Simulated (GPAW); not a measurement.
A self-consistent single point of SiHg₃ (I4/mmm, 4 atoms in the cell) with GPAW.

Method of the run: LDA (Perdew-Wang 92), GPAW PAW datasets LDA (gpaw-data 1.0.1) (plane waves; GPAW 25.7.0).

The change in words: lattice scaled by 1.03. Reference geometry:
```xyz
4
Lattice="-2.1582 2.1582 4.9752 2.1582 -2.1582 4.9752 2.1582 2.1582 -4.9752" Properties=species:S:1:pos:R:3 pbc="T T T"
Si     0.0000     0.0000     0.0000
Hg     0.0000     2.1582     2.4876
Hg     2.1582     0.0000     2.4876
Hg     0.0000     0.0000     4.9752
```

Reference input (self-consistent single point, DFT LDA (Perdew-Wang 92), plane waves, GPAW PAW datasets LDA (gpaw-data 1.0.1)): mode = pw; ecut = 600 eV; xc = LDA; kpts = 6 6 6; mesh shift (steps) = 0 0 0; occupations.name = methfessel-paxton; occupations.width = 0.136 eV; occupations.order = 0; nbands = -10; convergence.density = 1e-05 e/electron; symmetry.symmorphic = false; symmetry.tolerance = 0.0005. This run's input differs from it in these lines:

```diff
@@ -5,5 +5,5 @@
 atoms = Atoms(['Si', 'Hg', 'Hg', 'Hg'],
-              cell=[[-2.158250, 2.158250, 4.975200],
-                    [2.158250, -2.158250, 4.975200],
-                    [2.158250, 2.158250, -4.975200]],
+              cell=[[-2.222998, 2.222998, 5.124456],
+                    [2.222998, -2.222998, 5.124456],
+                    [2.222998, 2.222998, -5.124456]],
               scaled_positions=[[0.000000, 0.000000, 0.000000],
```

Log, with long lists cut:

```
     iter     time        total  log10-change:
                         energy   eigst   dens
iter:   1 --:--:--    -9.397639
iter:   2 --:--:--    -9.377385   -1.03  -1.54
iter:   3 --:--:--    -9.371609c  -1.54  -1.57
iter:   4 --:--:--    -9.328085   -2.53  -2.00
iter:   5 --:--:--    -9.306767   -2.54  -2.05
iter:   6 --:--:--    -9.298637   -3.67  -2.41
iter:   7 --:--:--    -9.294110c  -3.55  -2.49
iter:   8 --:--:--    -9.292889c  -3.63  -2.76
iter:   9 --:--:--    -9.292196c  -4.94  -3.00
iter:  10 --:--:--    -9.293099c  -4.15  -3.12
iter:  11 --:--:--    -9.292878c  -5.69  -3.23
   [... 3 lines left out ...]
iter:  15 --:--:--    -9.292560c  -6.89  -3.72
iter:  16 --:--:--    -9.292559c  -5.97  -3.78
iter:  17 --:--:--    -9.292551c  -6.73  -3.82
iter:  18 --:--:--    -9.292546c  -7.09  -4.44
iter:  19 --:--:--    -9.292542c  -8.04c -4.60
iter:  20 --:--:--    -9.292541c  -8.98c -4.82
iter:  21 --:--:--    -9.292541c  -8.51c -4.92
iter:  22 --:--:--    -9.292541c  -9.83c -5.10c
Converged after 22 iterations.

Dipole moment: (-0.000000, 0.000000, -0.000000) |e|*Ang

Energy contributions relative to reference atoms: (reference = -1606453.596421)

Kinetic:        +39.811273
Potential:      -30.126178
External:        +0.000000
XC:             -12.430760
Entropy (-ST):   -0.011106
Local:           -6.541323
SIC:             +0.000000
--------------------------
Free energy:     -9.298094
Extrapolated:    -9.292541

Showing only first 2 kpts
 Kpt  Band  Eigenvalues  Occupancy
  0    27      4.44124    2.00000
  0    28      5.50223    0.07225
  0    29      5.50223    0.07225
  0    30      6.33657    0.00000

  1    27      3.96867    2.00000
  1    28      4.55743    2.00000
  1    29      4.62675    2.00000
  1    30      5.99827    0.00000

Fermi level: 5.32937

No gap
No difference between direct/indirect transitions
Energy (eV): -9.292541

Forces in eV/Ang:
  0 Si    0.00000    0.00000   -0.00000
  1 Hg    0.00000    0.00000    0.00000
  2 Hg    0.00000    0.00000    0.00000
  3 Hg    0.00000    0.00000    0.00000

Stress tensor:
     0.052543     0.000000    -0.000000
     0.000000     0.052543    -0.000000
    -0.000000    -0.000000     0.051466
Stress (GPa, Voigt): [ 8.4183  8.4183  8.2458 -0.     -0.      0.    ]
```

The run converged in 22 iterations. GPAW prints stress with tension positive. Against the reference run the free energy rises by 98.0 meV/atom and the pressure goes from -6.03 to -8.36 GPa.

The starting cell comes from a database of computed structures (which also holds hypothetical and non-ambient phases and stackings), without a prior relaxation at this level. For this run, on top of that: lattice scaled by 1.03.

Cost on one core of a shared machine: roughly 2 min.
